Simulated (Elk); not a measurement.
# Input and output of a self-consistent single point for Bi (R-3m, 2 atoms in the cell) (Elk)

Method: Elk with PBE, all-electron FP-LAPW, Elk's shipped species files, default APW+lo basis.

This input was run:

```
tasks
  0

xctype
  20

stype
  0

swidth
  0.00999582

maxscl
  100

avec
    7.9879798970   -4.3623235889    0.0000002874
    7.9879798970    4.3623235889    0.0000002874
    5.6056667966    0.0000000000    7.1703688674

atoms
  1
  'Bi.in'
  2
  0.2340000000  0.2340000000  0.2340000000    0.0 0.0 0.0
  0.7660000000  0.7660000000  0.7660000000    0.0 0.0 0.0

ngridk
  9 9 9
```

The program printed (abridged):

```
│ Elk code version 10.2.4 │

All units are atomic (Hartree, Bohr, etc.)

│ Ground-state run starting from atomic densities │

Lattice vectors :
   7.987979897      -4.362323589      0.2874000000E-06
   7.987979897       4.362323589      0.2874000000E-06
   5.605666797       0.000000000       7.170368867

Unit cell volume      :    499.7195291
Brillouin zone volume :   0.4963788666

Muffin-tin inner radius fraction :   0.1000000000E-01

Nuclei treated as point charges

Species :    1 (Bi)
 parameters loaded from : Bi.in
 name : bismuth
 nuclear charge    :   -83.00000000
 electronic charge :    83.00000000
 atomic mass :    380947.9282
 muffin-tin radius :    2.800000000
 number of radial points in muffin-tin :    697
 atomic positions (lattice), magnetic fields (Cartesian) :
   1 :   0.23400000  0.23400000  0.23400000    0.00000000  0.00000000  0.00000000
   2 :  -0.23400000 -0.23400000 -0.23400000    0.00000000  0.00000000  0.00000000

Total number of atoms per unit cell :    2

Spin treatment :
 spin-unpolarised

Number of Bravais lattice symmetries :   12
Number of crystal symmetries         :   12
Crystal has inversion symmetry
Real symmetric eigensolver will be used

k-point grid :      9     9     9
k-point offset :    0.000000000       0.000000000       0.000000000
k-point set is reduced with full crystal symmetry group
Total number of k-points :       85

Muffin-tin radius times maximum |G+k| :    7.000000000
 using average radius
Maximum |G+k| for APW functions       :    2.500000000
Maximum (1/2)|G+k|²                   :    3.125000000
Maximum |G| for potential and density :    12.00000000
 potential will be trimmed for |G| > 2 gkmax
Constant for pseudocharge density :    8
Radial integration step length :    4

G-vector grid sizes :     35    35    35
Number of G-vectors :    14639

Maximum angular momentum used for
 APW functions                      :    8
 outer part of muffin-tin           :    6
 inner part of muffin-tin           :    1

Total nuclear charge    :   -166.0000000
Total core charge       :    136.0000000
Total valence charge    :    30.00000000
Total excess charge     :    0.000000000
Total electronic charge :    166.0000000

Effective Wigner radius, rₛ :   0.8957288071

Number of empty states         :    8
Total number of valence states :   23
Total number of core states    :  136

Total number of local-orbitals :   30

Exchange-correlation functional :     20     0     0
 Perdew-Burke-Ernzerhof, Phys. Rev. Lett. 77, 3865 (1996)
 gradient requirement :    1
 generalised gradient approximation (GGA)

Smearing type :    0
 Gaussian
Smearing width :   0.9995820000E-02
Effective electronic temperature (K) :    3156.430308

Mixing type :    3
 Broyden mixing, J. Phys. A: Math. Gen. 17, L317 (1984)

Kohn-Sham potential initialised from atomic data

│ Self-consistent loop started │
│ Loop number : 1 │
 total energy                :     -43176.1189957
│ Loop number : 2 │
 total energy                :     -43176.0869427
RMS change in Kohn-Sham potential (target) :   0.1953889234     (  0.1000000000E-05)
Absolute change in total energy (target)   :   0.3205297852E-01 (  0.1000000000E-03)
│ Loop number : 3 │
 total energy                :     -43174.0530770
RMS change in Kohn-Sham potential (target) :   0.1602413333     (  0.1000000000E-05)
Absolute change in total energy (target)   :    2.041878988     (  0.1000000000E-03)
│ Loop number : 4 │
 total energy                :     -43167.2910589
RMS change in Kohn-Sham potential (target) :   0.8082108507E-01 (  0.1000000000E-05)
Absolute change in total energy (target)   :    7.272487808     (  0.1000000000E-03)
│ Loop number : 5 │
 total energy                :     -43165.7261071
RMS change in Kohn-Sham potential (target) :   0.1817770026E-01 (  0.1000000000E-05)
Absolute change in total energy (target)   :    3.383073801     (  0.1000000000E-03)
│ Loop number : 6 │
 total energy                :     -43164.3632740
RMS change in Kohn-Sham potential (target) :   0.8073946169E-02 (  0.1000000000E-05)
Absolute change in total energy (target)   :    2.208601546     (  0.1000000000E-03)
│ Loop number : 7 │
 total energy                :     -43163.4657657
RMS change in Kohn-Sham potential (target) :   0.2196654662E-03 (  0.1000000000E-05)
Absolute change in total energy (target)   :    1.449658672     (  0.1000000000E-03)
│ Loop number : 8 │
 total energy                :     -43163.4109987
RMS change in Kohn-Sham potential (target) :   0.6526480320E-04 (  0.1000000000E-05)
Absolute change in total energy (target)   :   0.4171816162     (  0.1000000000E-03)
│ Loop number : 9 │
 total energy                :     -43163.3945034
RMS change in Kohn-Sham potential (target) :   0.1563716791E-04 (  0.1000000000E-05)
Absolute change in total energy (target)   :   0.1207907541     (  0.1000000000E-03)
│ Loop number : 10 │
 total energy                :     -43163.3924637
RMS change in Kohn-Sham potential (target) :   0.1027726942E-04 (  0.1000000000E-05)
Absolute change in total energy (target)   :   0.3223734316E-01 (  0.1000000000E-03)
│ Loop number : 11 │
 total energy                :     -43163.3911650
RMS change in Kohn-Sham potential (target) :   0.1771590158E-05 (  0.1000000000E-05)
Absolute change in total energy (target)   :   0.9358078954E-02 (  0.1000000000E-03)
│ Loop number : 12 │
 total energy                :     -43163.3910027
RMS change in Kohn-Sham potential (target) :   0.1658776054E-05 (  0.1000000000E-05)
Absolute change in total energy (target)   :   0.2501792274E-02 (  0.1000000000E-03)
│ Loop number : 13 │
 total energy                :     -43163.3911512
RMS change in Kohn-Sham potential (target) :   0.4970534775E-06 (  0.1000000000E-05)
Absolute change in total energy (target)   :   0.4769508741E-03 (  0.1000000000E-03)
│ Loop number : 14 │
 total energy                :     -43163.3912130
RMS change in Kohn-Sham potential (target) :   0.9884839205E-07 (  0.1000000000E-05)
Absolute change in total energy (target)   :   0.5740528286E-04 (  0.1000000000E-03)
Convergence targets achieved

│ Loop number : 15 │

Energies :
 Fermi                       :     0.180154447179
 sum of eigenvalues          :     -26757.9576948
 electron kinetic            :      50490.6605192
 core electron kinetic       :      50195.8342221
 Coulomb                     :     -92856.3592692
 Coulomb potential           :     -76204.8248553
 nuclear-nuclear             :     -2592.98104756
 electron-nuclear            :     -104321.931588
 Hartree                     :      14058.5533663
 Madelung                    :     -54753.9468415
 xc potential                :     -1043.79335878
 exchange                    :     -787.531921382
 correlation                 :     -10.1605323347
 total energy                :     -43163.3912037

Density of states at Fermi energy :    6.749666647
 (states/Hartree/unit cell)

Estimated indirect band gap :   0.8538364044E-02
 from k-point      5 to k-point     29
Estimated direct band gap   :   0.2007839560E-01
 at k-point     29

Charges :
 core                        :    136.0000000
 valence                     :    30.00000000
 interstitial                :    3.672002744
 muffin-tins (core leakage)
  species :    1 (Bi)
   atom    1                 :    81.16399863     (  0.6787522815E-03)
   atom    2                 :    81.16399863     (  0.6787522815E-03)
 total in muffin-tins        :    162.3279973
 total calculated charge     :    165.9982605
 total charge                :    166.0000000
 error                       :   0.1739542206E-02

│ Self-consistent loop stopped │
```

The run converged in 15 iterations. The count includes the last loop, which Elk runs after its targets are met.

The starting cell has typed, rounded lattice constants, without a prior relaxation at this level. Its lattice was rescaled by a random factor within 2.5 % of one. Spin-orbit coupling is off. Values depend on the basis (sphere radii, cutoffs, local orbitals), which need not be converged. The log's line on a gap gives a spacing of levels on this mesh, which the program prints for metals too.

Cost on one core of a shared machine: roughly 30 s.
